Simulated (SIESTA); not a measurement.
# A self-consistent single point of ZnPt (P4/mmm, 2 atoms in the cell) with SIESTA

Computed with LDA PW92, numerical atomic orbitals TZP, PseudoDojo LDA standard norm-conserving potentials (rewritten from UPF to PSML) run with SIESTA.

The input file:

```
# files in the folder: Pt.psml Zn.psml (PseudoDojo LDA standard)
SystemName  ZnPt
SystemLabel znpt

NumberOfAtoms                2
NumberOfSpecies              2
%block ChemicalSpeciesLabel
  1 78 Pt
  2 30 Zn
%endblock ChemicalSpeciesLabel
LatticeConstant              1.0 Ang
%block LatticeVectors
     2.864000000    0.000000000    0.000000000
     0.000000000    2.864000000    0.000000000
     0.000000000    0.000000000    3.510000000
%endblock LatticeVectors
AtomicCoordinatesFormat      Ang
%block AtomicCoordinatesAndAtomicSpecies
     0.000000000    0.000000000    0.000000000  1
     1.432000000    1.432000000    1.755000000  2
%endblock AtomicCoordinatesAndAtomicSpecies

XC.functional                LDA
XC.authors                   PW92
PAO.BasisSize                TZP
PAO.EnergyShift              0.005 Ry
MeshCutoff                   300 Ry
%block kgrid.MonkhorstPack
    8   0   0  0.0
    0   8   0  0.0
    0   0   6  0.0
%endblock kgrid.MonkhorstPack
OccupationFunction           MP
OccupationMPOrder            0
ElectronicTemperature        200.0 meV

MaxSCFIterations             150
SCF.Mixer.Method             Pulay
SCF.Mixer.Weight             0.2
SCF.Mixer.History            8
SCF.DM.Tolerance             1.0E-05
Diag.ParallelOverK           true
WriteForces                  true
```

Output, abridged:

```
reinit: Reading from file input.fdf

reinit: System Name: ZnPt
reinit: System Label: znpt

coor:   Atomic-coordinates input format  =     Cartesian coordinates
coor:                                          (in Angstroms)

siesta: Atomic coordinates (Bohr) and species
siesta:      0.00000   0.00000   0.00000  1        1
siesta:      2.70609   2.70609   3.31647  2        2

siesta: System type = bulk

initatomlists: Number of atoms, orbitals, and projectors:      2    50    50

siesta: ******************** Simulation parameters ****************************
redata: Spin configuration                          = none
redata: Time-Reversal Symmetry                      = T
redata: Number of Atomic Species                    =        2
redata: Mesh Cutoff                                 =   300.0000 Ry
redata: Net charge of the system                    =     0.0000 |e|
redata: Min. number of SCF Iter                     =        0
redata: Max. number of SCF Iter                     =      150
redata: SCF convergence failure will abort job
redata: SCF mix quantity                            = Hamiltonian
redata: Mix DM or H after convergence               =   F
redata: Recompute H after scf cycle                 =   F
redata: Mix DM in first SCF step                    =   T
redata: No kicks to SCF
redata: DM Mixing Weight for Kicks                  =     0.5000
redata: Require Harris convergence for SCF          =   F
redata: Harris energy tolerance for SCF             =     0.000100 eV
redata: Require DM convergence for SCF              =   T
redata: DM tolerance for SCF                        =     0.000010
redata: Require EDM convergence for SCF             =   F
redata: EDM tolerance for SCF                       =     0.001000 eV
redata: Require H convergence for SCF               =   T
redata: Hamiltonian tolerance for SCF               =     0.001000 eV
redata: Require (free) Energy convergence for SCF   =   F
redata: (free) Energy tolerance for SCF             =     0.000100 eV
redata: Using DFT-D3 dispersion                     =   F
redata: Using Saved Data (generic)                  =   F
redata: Method of Calculation                       = Diagonalization
redata: Electronic Temperature                      =  2320.9036 K
redata: Number of TDED substeps                     =        3
redata: Dynamics option                             = Single-point calculation
redata: Save all siesta data in one NC              =   F
redata: ***********************************************************************

%block SCF.Mixers
  Pulay
%endblock SCF.Mixers

%block SCF.Mixer.Pulay
  # Mixing method
  method pulay
  variant stable

  # Mixing options
  weight 0.2000
  weight.linear 0.2000
  history 8
%endblock SCF.Mixer.Pulay

DM_history_depth set to one: no extrapolation allowed by default for geometry relaxation
Size of DM history Fstack: 1
Total number of electrons:    38.000000
Total ionic charge:    38.000000

* ProcessorY, Blocksize:    1  51

* Orbital distribution balance (max,min):    50    50

k-point displ. along   1 input, could be:     0.00    0.50
k-point displ. along   2 input, could be:     0.00    0.50
k-point displ. along   3 input, could be:     0.00    0.50
 Kpoints in:          240 . Kpoints trimmed:          223

siesta: k-grid: Number of k-points = 223
siesta: k-points from Monkhorst-Pack grid
siesta: k-cutoff (effective) =    10.530 Ang
siesta: k-point supercell and displacements
siesta: k-grid:     8     0     0      0.000
siesta: k-grid:     0     8     0      0.000
siesta: k-grid:     0     0     6      0.000

diag: Algorithm                                     = D&C
diag: Parallel over k                               =   F
diag: Use parallel 2D distribution                  =   F
diag: Parallel block-size                           = 51
diag: Parallel distribution                         =     1 x     1
diag: Used triangular part                          = Lower
diag: Absolute tolerance                            =  0.100E-15
diag: Orthogonalization factor                      =  0.100E-05
diag: Memory factor                                 =  1.0000

superc: Internal auxiliary supercell:     5 x     5 x     5  =     125
superc: Number of atoms, orbitals, and projectors:    250   6250   6250

                        Single-point calculation

superc: Internal auxiliary supercell:     5 x     5 x     5  =     125
superc: Number of atoms, orbitals, and projectors:    250   6250   6250

outcell: Unit cell vectors (Ang):
        2.864000    0.000000    0.000000
        0.000000    2.864000    0.000000
        0.000000    0.000000    3.510000

outcell: Cell vector modules (Ang)   :    2.864000    2.864000    3.510000
outcell: Cell angles (23,13,12) (deg):     90.0000     90.0000     90.0000
outcell: Cell volume (Ang**3)        :     28.7908
new_DM -- step:     1
Initializing Density Matrix...

Attempting to read DM from file... Failed...
DM filled with atomic data:

InitMesh: MESH = 30 x 30 x 40 = 36000
InitMesh: Mesh cutoff (required, used) =   300.000   303.248 Ry

stepf: Methfessel-Paxton step function
       Using Hermite-Gauss polynomials of order  0

        iscf     Eharris(eV)        E_KS(eV)     FreeEng(eV)     dDmax    Ef(eV) dHmax(eV)
   scf:    1    -9212.502695    -9230.402974    -9230.412696  2.391930 -0.531380 25.886061
   scf:    2    -9244.554072    -9239.240058    -9239.250026  0.722444 -1.147702  8.361067
   scf:    3    -9241.274528    -9240.402139    -9240.412694  0.277543 -1.588853  3.454360
   scf:    4    -9240.686011    -9240.589614    -9240.600332  0.159716 -1.832397  0.503661
   scf:    5    -9240.578750    -9240.590196    -9240.600219  0.066975 -1.832880  0.618862
   scf:    6    -9240.597315    -9240.594072    -9240.604206  0.008964 -1.840908  0.387429
   [... 2 lines left out ...]
   scf:    9    -9240.596329    -9240.596317    -9240.606666  0.000919 -1.852430  0.007324
   scf:   10    -9240.596318    -9240.596318    -9240.606666  0.000269 -1.852685  0.000373
   scf:   11    -9240.596317    -9240.596317    -9240.606666  0.000028 -1.852723  0.000167
   scf:   12    -9240.596317    -9240.596317    -9240.606666  0.000011 -1.852725  0.000117
   scf:   13    -9240.596317    -9240.596317    -9240.606666  0.000004 -1.852723  0.000001

SCF Convergence by DM+H criterion
max |DM_out - DM_in|         :     0.0000041531
max |H_out - H_in|      (eV) :     0.0000010211
SCF cycle converged after 13 iterations

Using DM_out to compute the final energy and forces

siesta: E_KS(eV) =            -9240.5963

siesta: E_KS - E_eggbox =     -9240.5963

siesta: Atomic forces (eV/Ang):
     1    0.000000    0.000000   -0.000000
     2    0.000000    0.000000    0.000000
   Tot    0.000000    0.000000    0.000000
   Max    0.000000
   Res    0.000000    sqrt( Sum f_i^2 / 3N )
   Max    0.000000    constrained

Stress tensor Voigt[x,y,z,yz,xz,xy] (kbar):      125.35      125.35      105.62       -0.00       -0.00       -0.00
(Free)E + p*V (eV/cell)    -9242.7409
Target enthalpy (eV/cell)    -9240.6067

siesta: Program's energy decomposition (eV):
siesta: Ebs     =     -1436.360615
siesta: Eions   =     11384.129857
siesta: Ena     =       902.034736
siesta: Ekin    =      3519.771047
siesta: Enl     =     -1094.286630
siesta: Eso     =         0.000000
siesta: Edftu   =         0.000000
siesta: DEna    =        59.473952
siesta: DUscf   =         3.142778
siesta: DUext   =         0.000000
siesta: Ex      =     -1150.091752
siesta: Ec      =       -96.510593
siesta: Exc     =     -1246.602345
siesta: Eharris =     -9240.596317
siesta: Etot    =     -9240.596317
siesta: FreeEng =     -9240.606666

siesta: Stress tensor (static) (eV/Ang**3):
siesta:     0.078236   -0.000000   -0.000000
siesta:    -0.000000    0.078236   -0.000000
siesta:    -0.000000   -0.000000    0.065920

siesta: Cell volume =         28.790761 Ang**3

siesta: Pressure (static):
siesta:                Solid            Molecule  Units
siesta:          -0.00080739         -0.00080739  Ry/Bohr**3
siesta:          -0.07413075         -0.07413075  eV/Ang**3
siesta:        -118.77056269       -118.77056269  kBar
```

The run converged in 13 iterations.

The starting cell comes from a database of published, mostly measured structures (it also holds non-ambient and calculated ones), without a prior relaxation at this level. Spin polarisation is off. Values carry the incompleteness of an atom-centred basis. With a pressure of about -12 GPa the cell is away from its equilibrium volume at this level.

Cost on one core of a shared machine: roughly 40 s.
